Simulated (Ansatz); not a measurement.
Converging the plane-wave cutoff: Li3YBi2 (P3m1, 6 atoms in the cell)

```yaml
crystal:
  lattice:
    - [4.61481, 0.00000, 0.00000]
    - [-2.30741, 3.99654, 0.00000]
    - [0.00000, 0.00000, 7.28770]
  atoms:
    - { symbol: Li, position: [0.66667, 0.33333, 0.35780] }
    - { symbol: Li, position: [0.33333, 0.66667, 0.64906] }
    - { symbol: Li, position: [0.00000, 0.00000, 0.50000] }
    - { symbol: Y, position: [0.00000, 0.00000, 0.00000] }
    - { symbol: Bi, position: [0.66667, 0.33333, 0.75259] }
    - { symbol: Bi, position: [0.33333, 0.66667, 0.24741] }
```

Level of theory: PBEsol, default PAW files made with PBE (plane waves; Ansatz, a first-principles code).

Base settings: basis.ecutwfc = 420 eV; kpoints.mp_grid.grid = 7 7 4; hamiltonian.xc = pbesol; hamiltonian.pseudopotentials = {kind: paw} (the program's default PAW files); scf.occupations.method = gaussian; scf.occupations.width = 0.1 eV.

The second cell is the first with its lattice scaled by 0.98.

The mesh stays at the base's, so the ladder's end is converged at best in this setting alone.

The first pressure column holds Ansatz's estimate of the finite-basis (Pulay) stress, which hides part of the cutoff error; the other is without it.

Only quantities that move along the ladder and can be compared are tabulated.

The count of work is k-points × plane waves × bands × iterations; it is no time. 

The starting cell comes from a database of computed structures (which also holds hypothetical and non-ambient phases and stackings), without a prior relaxation at this level. Its lattice was rescaled by up to half a per cent. One atom was moved a little off its site on purpose.

Steps (basis.ecutwfc): 145 eV; 170 eV; 190 eV; 210 eV; 230 eV; 250 eV; 295 eV; 335 eV; 380 eV; 420 eV; 460 eV; 505 eV; 565 eV; 630 eV; 735 eV; 840 eV; 1010 eV.

Q: What is the coarsest basis.ecutwfc that holds the free energy within 2 meV/atom of the last step, with all finer ones?

A: 380 eV, at 0.24 of the last step's count of work; the step before is off by 5.0 meV/atom.

Q: What is the coarsest basis.ecutwfc that holds the pressure without the Pulay estimate within 0.1 GPa of the last step, with all finer ones?

A: 380 eV, at 0.24 of the last step's count of work; the step before is off by 0.45 GPa.

Q: What is the coarsest basis.ecutwfc that holds the forces within 0.005 eV/Å of the last step, with all finer ones?

A: 295 eV, at 0.16 of the last step's count of work; the step before is off by 0.046 eV/Å.

```csv
basis.ecutwfc,free energy less the last step's (meV/atom),energy of the compressed cell less the first (meV/atom),pressure (GPa),pressure without the Pulay estimate (GPa),largest difference of a force vector from the last step's (eV/Å),count of work / last
145 eV,29224.38,30.93,-8.88,-777.67,0.685,0.063
170 eV,11052.39,-73.82,-0.74,-355.30,0.225,0.081
190 eV,4936.64,13.46,1.94,-180.07,0.046,0.091
210 eV,2165.15,21.36,-0.24,-89.54,0.063,0.11
230 eV,952.55,-5.37,-0.72,-44.79,0.041,0.11
250 eV,398.67,6.69,-0.82,-21.71,0.046,0.12
295 eV,46.98,4.23,-0.80,-4.23,0.003,0.16
335 eV,5.01,3.58,-0.86,-1.31,0.001,0.19
380 eV,1.02,3.57,-0.86,-0.88,0.000,0.24
420 eV,0.77,3.57,-0.86,-0.87,0.000,0.27
460 eV,0.49,3.56,-0.86,-0.87,0.000,0.30
505 eV,0.29,3.56,-0.86,-0.86,0.000,0.35
565 eV,0.21,3.56,-0.86,-0.86,0.000,0.42
630 eV,0.17,3.56,-0.86,-0.86,0.000,0.49
735 eV,0.12,3.56,-0.86,-0.86,0.000,0.63
840 eV,0.06,3.56,-0.86,-0.86,0.000,0.76
1010 eV,0.00,3.56,-0.86,-0.86,0.000,1.0
```

The energy difference between the two cells stays within 1 meV/atom of the last step's from 295 eV on, the total only from 420 eV on: much of the error is common to both cells and cancels.

At the lowest cutoff the pressure without the Pulay estimate lies 777 GPa under the last step's, the usual sign of Pulay stress in an incomplete plane-wave basis.

Keys are those of Ansatz 0.2.
